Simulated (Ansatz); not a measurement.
Results of PBEsol (Ansatz, a first-principles code, plane waves, PAW) for Ti2O3 (Pnma, No. 62, 20 atoms in the cell; start mp-1188323; a measured phase of this formula has another space group).

Numerical settings: plane-wave cutoff 520 eV, 6×12×4 k mesh (along the axes of the cell as run), Fermi–Dirac smearing 0.01 eV, no spin polarisation, scalar-relativistic PAW data made under PBE.

Cell (relaxed at this level):

```
Ti2O3
1.0
    7.77659     0.00000     0.00000
    0.00000     2.81642     0.00000
    0.00000     0.00000     8.07659
Ti O
8 12
Direct
  0.02962   0.25000   0.68467
  0.97038   0.75000   0.31533
  0.47038   0.75000   0.18467
  0.52962   0.25000   0.81533
  0.19650   0.25000   0.01834
  0.80350   0.75000   0.98166
  0.30350   0.75000   0.51834
  0.69650   0.25000   0.48166
  0.94260   0.25000   0.12465
  0.05740   0.75000   0.87535
  0.55740   0.75000   0.62465
  0.44260   0.25000   0.37535
  0.12095   0.25000   0.44744
  0.87905   0.75000   0.55256
  0.37905   0.75000   0.94744
  0.62095   0.25000   0.05256
  0.79242   0.25000   0.80892
  0.20758   0.75000   0.19108
  0.70758   0.75000   0.30892
  0.29242   0.25000   0.69108
```

Q: Give the computed band gap and direct gap at Γ.

A: 
band gap: 0.15 eV (on the SCF k mesh)
direct gap at Γ: 0.81 eV

Note: the relaxation could not lower the start's symmetry, so the cell can be a saddle point above a distorted one.

Static lattice: no zero-point or thermal effects.

The result took around 18 core-minutes (rough).

A start named mp-… is a Materials Project structure, which need not be a measured phase.
